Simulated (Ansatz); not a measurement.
We consider C (model structure, P4₂/mmc, No. 131, 6 atoms in the cell), described by LDA (PAW; Ansatz, a quantum-chemistry and plane-wave program).

Run with plane-wave cutoff 520 eV, 22×22×10 k mesh (along the axes of the cell as run), Fermi–Dirac smearing 0.05 eV, scalar-relativistic PAW data made under PBE.

Cell (relaxed at this level):

C is taken in the tetragonal space group P4₂/mmc (No. 131), Pearson symbol tP6. Cell: a = b = 2.565 Å, c = 5.935 Å, α = β = γ = 90.00°. C1 on 2e is coordinated by 4 C at 1.521 Å (tetrahedral). C2 on 4i is surrounded by 1 C at 1.332 Å and 2 C at 1.521 Å (trigonal planar). (Neighbours: up to the widest gap in distance over summed covalent radii, below 1.35, at either atom.)

What does this level give for the bulk modulus?


bulk modulus: 348 GPa

The run finds no gap.

Note: the bulk modulus is −V dP/dV from two relaxed cells at ±2 % in volume; the relaxation could raise the start's symmetry but not lower it, so the cell can be a saddle point.

Static lattice: no zero-point or thermal effects.

The result took about 110 core-seconds (a rough figure).

A model structure was made by putting elements into a prototype or built by hand; it is no filed structure, need not be a known phase, and can be a saddle point held by its symmetry.
